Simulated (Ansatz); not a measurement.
Cell and atoms of amorphous Ti20O41Cu2:

```yaml
crystal:
  lattice:
    - [8.92230, -0.21564, -0.13480]
    - [-0.21564, 8.79531, -0.05653]
    - [-0.13480, -0.05653, 9.84458]
  atoms:
    - { symbol: Ti, position: [0.41559, 0.05771, 0.67834] }
    - { symbol: Ti, position: [0.46765, 0.35219, 0.41499] }
    - { symbol: Ti, position: [0.42156, 0.00059, 0.38574] }
    - { symbol: Ti, position: [0.73127, 0.89319, 0.20448] }
    - { symbol: Ti, position: [0.86701, 0.35426, 0.97795] }
    - { symbol: Ti, position: [0.11188, 0.38907, 0.24126] }
    - { symbol: Ti, position: [0.96614, 0.76726, 0.98227] }
    - { symbol: Ti, position: [0.83964, 0.62106, 0.42564] }
    - { symbol: Ti, position: [0.45970, 0.64676, 0.57520] }
    - { symbol: Ti, position: [0.03084, 0.99503, 0.38773] }
    - { symbol: Ti, position: [0.90224, 0.14609, 0.67110] }
    - { symbol: Ti, position: [0.68251, 0.00683, 0.85902] }
    - { symbol: Ti, position: [0.09689, 0.52939, 0.71964] }
    - { symbol: Ti, position: [0.75846, 0.64856, 0.73037] }
    - { symbol: Ti, position: [0.20932, 0.26348, 0.89857] }
    - { symbol: Ti, position: [0.68291, 0.49376, 0.15773] }
    - { symbol: Ti, position: [0.37645, 0.68824, 0.21131] }
    - { symbol: Ti, position: [0.81099, 0.25061, 0.35047] }
    - { symbol: Ti, position: [0.29961, 0.94875, 0.94404] }
    - { symbol: Ti, position: [0.55147, 0.40167, 0.80579] }
    - { symbol: O, position: [0.25087, 0.09539, 0.77328] }
    - { symbol: O, position: [0.47445, 0.92257, 0.82986] }
    - { symbol: O, position: [0.43241, 0.58548, 0.39782] }
    - { symbol: O, position: [0.61038, 0.36069, 0.98929] }
    - { symbol: O, position: [0.44124, 0.88425, 0.55129] }
    - { symbol: O, position: [0.39450, 0.16584, 0.51772] }
    - { symbol: O, position: [0.92564, 0.86351, 0.14023] }
    - { symbol: O, position: [0.06924, 0.61333, 0.87892] }
    - { symbol: O, position: [0.51378, 0.85982, 0.27372] }
    - { symbol: O, position: [0.67112, 0.42497, 0.35201] }
    - { symbol: O, position: [0.94949, 0.45581, 0.35727] }
    - { symbol: O, position: [0.79717, 0.79782, 0.87016] }
    - { symbol: O, position: [0.68540, 0.68174, 0.55000] }
    - { symbol: O, position: [0.25017, 0.62280, 0.61984] }
    - { symbol: O, position: [0.73866, 0.68202, 0.26214] }
    - { symbol: O, position: [0.84464, 0.55960, 0.04492] }
    - { symbol: O, position: [0.81225, 0.25139, 0.53912] }
    - { symbol: O, position: [0.80082, 0.02377, 0.33996] }
    - { symbol: O, position: [0.49492, 0.42501, 0.59517] }
    - { symbol: O, position: [0.05627, 0.31698, 0.75736] }
    - { symbol: O, position: [0.31848, 0.13891, 0.02629] }
    - { symbol: O, position: [0.18034, 0.59807, 0.24173] }
    - { symbol: O, position: [0.83944, 0.16491, 0.87722] }
    - { symbol: O, position: [0.56390, 0.18618, 0.76391] }
    - { symbol: O, position: [0.33779, 0.40867, 0.85437] }
    - { symbol: O, position: [0.93151, 0.58934, 0.62321] }
    - { symbol: O, position: [0.31948, 0.80098, 0.06520] }
    - { symbol: O, position: [0.01739, 0.19575, 0.31438] }
    - { symbol: O, position: [0.03888, 0.05088, 0.56336] }
    - { symbol: O, position: [0.54323, 0.17343, 0.31050] }
    - { symbol: O, position: [0.22737, 0.96120, 0.33375] }
    - { symbol: O, position: [0.09544, 0.91177, 0.91606] }
    - { symbol: O, position: [0.76603, 0.44967, 0.79813] }
    - { symbol: O, position: [0.55121, 0.62214, 0.76634] }
    - { symbol: O, position: [0.97448, 0.78200, 0.41711] }
    - { symbol: O, position: [0.49181, 0.56135, 0.12725] }
    - { symbol: O, position: [0.28756, 0.33445, 0.31097] }
    - { symbol: O, position: [0.66212, 0.98503, 0.05008] }
    - { symbol: O, position: [0.07759, 0.33883, 0.04395] }
    - { symbol: O, position: [0.80539, 0.29863, 0.15020] }
    - { symbol: O, position: [0.76515, 0.98608, 0.68551] }
    - { symbol: Cu, position: [0.51528, 0.21537, 0.11577] }
    - { symbol: Cu, position: [0.16437, 0.67118, 0.43723] }
```

Methods: PBE, scalar-relativistic without spin-orbit coupling (Ansatz, a program for electronic structure); r2SCAN, scalar-relativistic without spin-orbit coupling (Ansatz); HSE06, scalar-relativistic without spin-orbit coupling (Ansatz). Neutral PBE cell, which sets geometry, pressure and energy: sampling: a 2×2×2 Γ-centred mesh; Fermi-Dirac width 0.02 eV; no spin polarisation. Exact exchange is cut at the faces of this 9 Å cell, which leaves hybrid gaps a finite-size error.

A CHGNet melt-quench gave the starting glass, which DFT then relaxed. O atoms were pushed apart under 1.9 Å during the dynamics, to hinder bonds among them. The hot cell started wider than the set density and was brought back towards it in steps. It is the lowest in DFT energy of 2 quenches. It is a model cell: composition and starting density were chosen by hand, and all elements were melted together. No dispersion term was used. Its density started from a set value of 3.74 and ended at 3.74 g/cm³. Cooling (nominally 300 K/ps over its main leg) ran many orders faster than in experiment, which tends to leave more defects and strain. One small periodic cell is one sample of the glass; other quenches scatter about these values. The volume was held where the preparation left it and the shape relaxed.

Question: Give the pressure, the energy against reference phases and the spacing of the highest filled and lowest empty levels.

Answer: 
```json
{
 "Pressure on a 2×2×2 Γ-centred mesh": "0.41 GPa",
 "Largest force and stress component on that mesh (the relaxation ran on the zone centre alone)": "0.12 eV/Å and 0.4 GPa",
 "Energy relative to anatase TiO2 + cuprite (lowest mix at this level among the phases computed, not always the ambient ones)": "0.139 eV/atom",
 "Level gap on a 2×2×2 Γ-centred mesh (PBE)": "0.99 eV",
 "Level gap at the zone centre (PBE)": "1.13 eV",
 "Level gap at the zone centre (r2SCAN)": "1.19 eV",
 "Level gap at the zone centre (HSE06)": "2.42 eV",
 "Distance between the nearest levels spread over more than a fifth of the atoms or a third of the atoms of their main element (six at least) (PBE, zone centre)": "2.81 eV"
}
```

Question: At PBE and the zone centre, how localised are the states just below and above the Fermi level (participation number: the atoms over which a state spreads)?

Answer: The highest filled state is spread over 2.0 atoms' worth, largest on Cu63, with weights by element (charge in smoothed Voronoi cells) Cu 0.71, O 0.20, Ti 0.09. The lowest empty state is spread over 9.5 atoms' worth, largest on Ti5, with weights by element (charge in smoothed Voronoi cells) Ti 0.79, O 0.19, Cu 0.01.

At PBE the levels at the filled edge of the gap are localised (band-tail or defect states), and the nearest spread-out levels lie 2.8 eV apart at the zone centre.

Cut-offs for bonds: Ti-Ti 3.12 Å, Ti-O 2.54 Å, Ti-Cu 3.01 Å, O-O 1.58 Å, O-Cu 2.38 Å, Cu-Cu 2.90 Å. Two cations that share two anions don't count as bonded, nor two that share one unless they lie closer than Ti-Ti 3.04 Å, Ti-Cu 2.93 Å, Cu-Cu 2.82 Å.

Added carriers, by PBE, scalar-relativistic without spin-orbit coupling in Ansatz on the zone centre alone. Charged cells keep the cell fixed and stand in a uniform background, with no image correction, at a width of 0.01 eV; where the count is odd the moment is locked at 1 μB, unless the neutral cell bore moments. Each starts from the undistorted neutral geometry alone. PBE's self-interaction favours spread-out carriers, so it can miss traps that a hybrid finds.

Question: What happens at PBE when the cell takes an extra electron and the atoms relax?

Answer: Relaxation lowers the charged cell by 0.16 eV. The largest moves are O36 0.11 Å, Ti5 0.10 Å, O60 0.07 Å, O43 0.06 Å. The level that holds the added charge spreads over 7.3 atoms' worth, most on Ti5 (weight 0.31): a partly localised carrier. No bond crosses its cut-off with a change of over 0.15 Å (metal-metal contacts aside). Made neutral again at that geometry, the cell lies +0.23 eV from the neutral start (a closed shell was imposed there, with levels 0.60 eV apart, so this is an upper bound).

Question: What happens at PBE when the cell takes a hole and the atoms relax?

Answer: Relaxation lowers the charged cell by 0.27 eV. The largest moves are Cu62 0.29 Å, Cu63 0.26 Å, O23 0.25 Å, O55 0.21 Å. The level that was emptied spreads over 4.1 atoms' worth, most on Cu63 (weight 0.46): a localised (trapped) carrier, which neighbours of that atom can share. Bonds formed: O23-Cu63, O58-Cu62. Made neutral again at that geometry, the cell lies +0.29 eV from the neutral start (a closed shell was imposed there, with levels 0.51 eV apart, so this is an upper bound).
